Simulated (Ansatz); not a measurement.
Cu on the 1x1 (101) surface of tetragonal HfO2 (a metastable polymorph) (cut with top plane O), one in a 1x1 cell, energies for each (23.0 Å²). Energies are against an atom of fcc Cu, without zero-point or thermal terms; each row is named by its start (#2, #3: further inequivalent places of a kind).

Host crystal: tetragonal HfO2, with a band gap (PBE, scalar-relativistic without spin-orbit coupling).

Method: PBE (plane waves to 420 eV, PAW; Ansatz, a program for electronic structure).

Model: 19-atom slab, 7.6 Å thick at the start under the adsorbate (thin: gaps and levels are the slab's own), 6x3x1 mesh, Fermi-Dirac 0.01 eV, dipole correction, 8 atoms held, the rest relaxed; each run with such symmetry as its start has; spin-polarised, no spin-orbit, no U, no dispersion correction.

A negative adsorption energy means that the adsorbate is more stable on the surface than in its reference. Starts that drift may end in the same place. Heights count from the host atoms within 0.3 Å of the top one.

```json
[
 {"starting site": "top O", "E_ads (eV)": "2.31", "height (Å)": "1.56", "nearest host atom (Å)": "O 1.95", "bonded to": "2 Hf + O", "change of the vacuum step (eV)": "0.27", "lateral drift (Å)": "1.0", "moment (μB)": "0.0"},
 {"starting site": "top O #2", "E_ads (eV)": "2.32", "height (Å)": "1.53", "nearest host atom (Å)": "O 1.96", "bonded to": "3 Hf + O", "change of the vacuum step (eV)": "0.30", "lateral drift (Å)": "1.1", "moment (μB)": "0.0"},
 {"starting site": "top Hf", "E_ads (eV)": "2.58", "height (Å)": "1.85", "nearest host atom (Å)": "O 2.02", "bonded to": "Hf + O", "change of the vacuum step (eV)": "0.88", "lateral drift (Å)": "1.1", "moment (μB)": "0.0"},
 {"starting site": "over Hf at depth 1.0 Å", "E_ads (eV)": "2.56", "height (Å)": "1.42", "nearest host atom (Å)": "O 2.34", "bonded to": "Hf", "change of the vacuum step (eV)": "0.20", "lateral drift (Å)": "0.9", "moment (μB)": "0.0"},
 {"starting site": "over O at depth 1.5 Å", "E_ads (eV)": "2.31", "height (Å)": "1.56", "nearest host atom (Å)": "O 1.95", "bonded to": "2 Hf + O", "change of the vacuum step (eV)": "0.27", "lateral drift (Å)": "1.1", "moment (μB)": "0.0"},
 {"starting site": "hollow beside Hf", "E_ads (eV)": "2.58", "height (Å)": "1.85", "nearest host atom (Å)": "O 2.02", "bonded to": "Hf + O", "change of the vacuum step (eV)": "0.91", "lateral drift (Å)": "1.1", "moment (μB)": "0.0"},
 {"starting site": "hollow Hf-Hf-O-O-O over O at depth 1.8 Å", "E_ads (eV)": "2.56", "height (Å)": "1.42", "nearest host atom (Å)": "O 2.34", "bonded to": "Hf", "change of the vacuum step (eV)": "0.21", "lateral drift (Å)": "1.1", "moment (μB)": "0.0"},
 {"starting site": "bridge Hf-O (span 2.0 Å)", "E_ads (eV)": "2.32", "height (Å)": "1.54", "nearest host atom (Å)": "O 1.97", "bonded to": "3 Hf + O", "change of the vacuum step (eV)": "0.31", "lateral drift (Å)": "1.7", "moment (μB)": "0.0"},
 {"starting site": "bridge O-O (span 4.0 Å)", "E_ads (eV)": "2.27", "height (Å)": "1.43", "nearest host atom (Å)": "O 1.95", "bonded to": "2 Hf + O", "change of the vacuum step (eV)": "0.09", "lateral drift (Å)": "1.0", "moment (μB)": "0.0"}
]
```
